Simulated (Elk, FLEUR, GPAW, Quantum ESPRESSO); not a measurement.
# EuAl₂Ga₂ (I4/mmm, 5 atoms in the cell) computed with different codes at matched settings

Self-consistent single point.

```yaml
crystal:
  lattice:
    - [-2.18165, 2.18165, 5.59734]
    - [2.18165, -2.18165, 5.59734]
    - [2.18165, 2.18165, -5.59734]
  atoms:
    - { symbol: Eu, position: [0.00000, 0.00000, 0.00000], spin: 7.0 }
    - { symbol: Al, position: [0.75000, 0.25000, 0.50000] }
    - { symbol: Al, position: [0.25000, 0.75000, 0.50000] }
    - { symbol: Ga, position: [0.61412, 0.61412, 0.00000] }
    - { symbol: Ga, position: [0.38588, 0.38588, 0.00000] }
```
(The spins are starting values, not results.)

All programs got the same cell, k-point mesh and kind of occupations, and the same starting moments (in FLEUR's words: jspins = 2; fermiSmearingEnergy = 0.00999582 Htr; mesh (inpgen div1-3) = 5 5 5); potentials, basis and cutoffs are each program's usual ones.

```json
[
 {"code": "FLEUR", "model": "LDA (Perdew-Zunger), all-electron FLAPW (FLEUR), scalar-relativistic valence", "largest force (eV/Å)": "0.012", "size of the net moment (μB/atom)": "1.39", "cutoff": "Kmax 4.1 1/bohr"},
 {"code": "GPAW", "model": "LDA (Perdew-Wang 92), GPAW PAW datasets LDA (gpaw-data 1.0.1)", "largest force (eV/Å)": "0.029", "size of the net moment (μB/atom)": "1.39", "cutoff": "800 eV"},
 {"code": "Elk", "model": "LDA (PW92), all-electron FP-LAPW, Elk's shipped species files, LAPW+lo basis", "largest force (eV/Å)": "–", "size of the net moment (μB/atom)": "1.40", "cutoff": "rgkmax 8"},
 {"code": "Quantum ESPRESSO", "model": "LDA (PZ), SSSP 1.1.2 efficiency (PBE) pseudopotentials", "largest force (eV/Å)": "0.013", "size of the net moment (μB/atom)": "1.38", "cutoff": "70 Ry"}
]
```

A dash marks a value that a program does not give, or that is left out as unsure.

The spread over the programs that give each value: largest force within 0.017 eV/Å; size of the net moment within 0.02 μB/atom.

The starting cell comes from a database of computed structures (which also holds hypothetical and non-ambient phases and stackings), without a prior relaxation at this level. Its lattice was rescaled by a random factor within 2.5 % of one. On FLEUR's run: Spin-orbit coupling is off. With one magnetic atom in the cell only a parallel order is possible. With U or open f shells several self-consistent states can exist. The f electrons are in the valence without U or exact exchange, which can misplace them near the Fermi level. Spin-orbit terms, which matter for f shells, are left out. Values depend on the basis (sphere radii, cutoffs, local orbitals), which need not be converged.

Question: Why do the programs differ, and what cannot be compared?

Answer: Differences of this kind can come from the potentials, where these differ, and from what each basis and cutoff leave unconverged. The valence holds different numbers of electrons (FLEUR 49, GPAW 29, Quantum ESPRESSO 49). The zero of total energies and Fermi levels follows the potentials and each program's conventions, so they are not compared here. FLEUR and Elk treat all electrons, but the usual bases taken here (sphere radii, linearisation, local orbitals, empty states) were not tested for convergence, so the values are no reference for the others. The same LDA comes in different parametrisations, which differ slightly. Site moments depend on each program's spheres or projections; the total moment of the cell does not.

Left out of this page: Ansatz (with a known weakness of the program).
